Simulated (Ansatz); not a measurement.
A computed series for CdTe: pressure series

Consider CdTe in the zinc blende structure (space group F-43m, No. 216; a = 6.4892 Å).

Cell and atoms are relaxed at each pressure.

Level of theory: Ansatz (a quantum-chemistry and plane-wave program), PBEsol, PAW, cutoff 420 eV, no spin-orbit coupling.

```tsv
pressure (GPa)	volume per atom (Å³/atom)
-2	36.112
-1	?
0	34.157
0.3	33.916
0.7	33.608
3	32.090
5	31.025
7.5	29.923
10	29.002
```

Question: Fit the third-order Birch–Murnaghan form P(V) = (3B₀/2)[(V₀/V)^(7/3) − (V₀/V)^(5/3)]·[1 + (3/4)(B₀′ − 4)((V₀/V)^(2/3) − 1)] (squares taken in P) to the rows shown and predict the withheld row.

Answer: Least squares on the printed values gives V₀ = 34.162 Å³/atom, B₀ = 41.2 GPa, B₀′ = 4.8; this predicts 35.055 Å³/atom, and the run gives 35.046 Å³/atom, 0.009 lower.

Measured bulk modulus of CdTe: 43.7 GPa (room temperature; as listed in Elmahjoubi et al., arXiv (2023)); the computed value is for a static lattice, so the two differ by thermal effects too.

Load acts through the strain it causes; cell and atoms are relaxed under it. Whether these cells are dynamically stable was not tested. Measured, CdTe leaves this structure (for cinnabar) near 3.53 GPa (temperature not stated; as listed in Datta, Sujoy, Jana, Debnarayan, arXiv (2020)), on rising pressure, with hysteresis.
